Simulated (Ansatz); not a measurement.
Quick settings and what they miss: ZnInGaO4 (R3m, 7 atoms in the cell)

Self-consistent single point.

```
CELL_PARAMETERS angstrom
      1.66890     0.96354     8.65416
     -1.66890     0.96354     8.65416
      0.00000    -1.92708     8.65416
ATOMIC_POSITIONS crystal
  Zn 0.21838 0.21838 0.21838
  In 0.00277 0.00277 0.00277
  Ga 0.78704 0.78704 0.78704
  O  0.29514 0.29514 0.29514
  O  0.71136 0.71136 0.71136
  O  0.12172 0.12172 0.12172
  O  0.86360 0.86360 0.86360
```

Method of the run: LDA (PW92), PAW files made with PBE (plane waves; Ansatz, a program for electronic structure).

Base settings: basis.ecutwfc = 30.9 Ry; kpoints.mp_grid.grid = 8 8 8; hamiltonian.xc = lda; hamiltonian.pseudopotentials = {kind: paw} (the program's default PAW files); scf.occupations.method = fixed.

Tight run (finer mesh or higher cutoff; not a proven limit): basis.ecutwfc: 30.9 Ry → 43.4 Ry; kpoints.mp_grid.grid: 8 8 8 → 11 11 11; scf.convergence.dr2_threshold: default (1e-07 eV) → 1e-09 eV. It gave top of the valence band (on the code's own zero) 7.69 eV; gap on the k-point mesh 1.07 eV; pressure -9.10 GPa; largest force (vector length) 0.060 eV/Å.

Quick runs, as changes from the base:
- A: the base itself
- B: basis.ecutwfc: 30.9 Ry → 18.4 Ry; kpoints.mp_grid.grid: 8 8 8 → 6 6 6; scf.occupations.method: fixed → cold; scf.occupations.width: default → 0.01 Ry; scf.convergence.dr2_threshold: default (1e-07 eV) → 0.0001 eV
- C: basis.ecutwfc: 30.9 Ry → 18.4 Ry; kpoints.mp_grid.grid: 8 8 8 → 1 1 1; scf.occupations.method: fixed → methfessel_paxton; kpoints.mp_grid.shift: default → 0.5 0.5 0.5; scf.occupations.width: default → 0.01 Ry; scf.convergence.dr2_threshold: default (1e-07 eV) → 0.001 eV
- D: basis.ecutwfc: 30.9 Ry → 15.4 Ry; kpoints.mp_grid.grid: 8 8 8 → 2 2 2; hamiltonian.xc: lda → pbesol; scf.occupations.method: fixed → methfessel_paxton; kpoints.mp_grid.shift: default → 0.5 0.5 0.5; scf.occupations.width: default → 0.0147 Ry [PBEsol]
- E: kpoints.mp_grid.grid: 8 8 8 → 4 4 4; kpoints.mp_grid.shift: default → 0.5 0.5 0.5; scf.convergence.dr2_threshold: default (1e-07 eV) → 0.0001 eV
- F: basis.ecutwfc: 30.9 Ry → 24.6 Ry; kpoints.mp_grid.grid: 8 8 8 → 6 6 6; scf.occupations.method: fixed → cold; scf.occupations.width: default → 0.02 Ry; width narrowed by the program to 0.1490 eV
- G: kpoints.mp_grid.grid: 8 8 8 → 4 4 4; hamiltonian.xc: lda → b3lyp [B3LYP]
- H: kpoints.mp_grid.grid: 8 8 8 → 2 2 2; hamiltonian.xc: lda → hse06 [HSE06]

Dashes: energy of D, G, H, another energy zero; gap of D, left out as unsure on this mesh or at this smearing; count of G, H, another kind of functional, whose work the count does not hold.

Gaps are read on each run's own mesh, which may miss the band edges.

† marks runs with another functional, U, potentials or spin treatment: their distance from the tight run is not a convergence error alone.

The count of work is k-points × plane waves × bands × iterations; it is no time. 

Pressures in the table are Ansatz's without its Pulay estimate, at a fixed set of plane waves; the tight run's value above holds the estimate.

The starting cell comes from a database of computed structures (which also holds hypothetical and non-ambient phases and stackings), without a prior relaxation at this level. Its lattice was rescaled by a random factor within 2.5 % of one. In the base run, with a pressure of about -9 GPa the cell is away from its equilibrium volume at this level.

| run | energy less tight (meV/atom) | pressure less tight (GPa) | largest miss in a force vector (eV/Å) | gap on the mesh less tight (eV) | count of work / tight |
|---|---|---|---|---|---|
| A | 3.9 | -0.50 | 0.003 | -0.002 | 0.23 |
| B | 1171.9 | -85.22 | 0.396 | 0.004 | 0.031 |
| C | 3131.1 | -45.45 | 3.513 | 0.836 | 0.00083 |
| D† | – | -244.92 | 0.436 | – | 0.0020 |
| E | 6.6 | -0.49 | 0.004 | 0.161 | 0.023 |
| F | 79.8 | -8.07 | 0.036 | -0.019 | 0.077 |
| G† | – | 9.20 | 0.104 | 2.080 | – |
| H† | – | 5.89 | 0.425 | 1.875 | – |

Among the runs at the tight run's level, the energy misses run from 3.9 to 3131.1 meV/atom.

Keys are those of Ansatz 0.2.
